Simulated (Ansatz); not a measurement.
An Ansatz (an electronic-structure program) run: Hf; LDA (Ansatz, PAW, spin-orbit coupling left out).

Input:

Ansatz 0.2 input:
```yaml
crystal:
  lattice:
    - [3.1178526197, 0, 0]
    - [-1.5589263099, 2.700139574, 0]
    - [0, 0, 4.9463131983]
  atoms:
    - { symbol: Hf, position: [0.6666666667, 0.3333333333, 0.75] }
    - { symbol: Hf, position: [0.3333333333, 0.6666666667, 0.25] }
basis: { ecutwfc: 420, ecutrho_ratio: 4, xc_grid: 2, fft_grid_basis: typed }
kpoints: { mp_grid: { grid: [17, 17, 10] } }
hamiltonian:
  xc: lda
  dispersion: none
  pseudopotentials: { kind: paw }
scf: { occupations: { method: fermi_dirac, width: 0.05 }, convergence: { dr2_threshold: 0.0000000002 } }
output: { forces: true, stress: true }
checkpoint: { write: state.ck, write_every: 1000 }
```

Output (explanatory and most iteration lines left out):

```
Pseudopotential: Hf, paw, valence charge 26
Crystal: 2 atoms, lattice volume = 41.641 Å³
Basis set: ecut = 420 eV, 809 PW (Γ), exchange–correlation on 48×48×72 points (8 copies of the dense FFT grid, shifted against one another)
Bands: 32, of which v1, the nominal top of the filled ones, is band 26 counted from 1 (25 counted from 0)
Symmetry: 24 space group operations
Space group: P63/mmc (ITA 194), of the structure as read, at distance tolerance 3.5e-5 Å
k-points: 198 of 2890
Functional: x = slater, c = lda
SCF iter   1: F=—  HF=-30953.722803 eV  |F-HF|=—  |Δ(HF+E_count)|=         —  Δρ=4.37e-3  dr2=2.31e-3  ethr=1.77e-3  ⟨swp⟩=4.8  Hψ=21158  notcnv=0
SCF iter   2: F=—  HF=-30953.722654 eV  |F-HF|=—  |Δ(HF+E_count)|=   1.49e-4  Δρ=2.57e-3  dr2=8.90e-4  ethr=4.44e-6  ⟨swp⟩=2.0  Hψ=11747  notcnv=0
SCF 1 converged in 9 iterations: F = -30953.722758 eV  dr2 = 4.51e-12
SCF converged after 9 iterations
Free energy (F): -30953.722758 eV
Internal energy: -30953.709875 eV  (E = F + TS)
E sigma→0 (E₀):  -30953.716317 eV
Entropy (-TS):   -0.012883 eV (-6.441 meV/atom)
Fermi energy:    21.181233 eV
--- Forces (eV/Å), atoms counted from 1 ---
  atom   1  Hf     0.00000000     0.00000000     0.00000000
  atom   2  Hf    -0.00000000    -0.00000000     0.00000000
--- Stress (GPa, compression-positive) ---
        0.000792      -0.000000       0.000000
       -0.000000       0.000792       0.000000
        0.000000       0.000000       0.003231
  P = ⅓ Tr σ = 0.0016 GPa (0.016 kbar)
```

Whether these cells are dynamically stable was not tested. The final runs are not spin-polarised. The cell is Hf in the hcp (Mg type) structure (space group P6_3/mmc, No. 194).
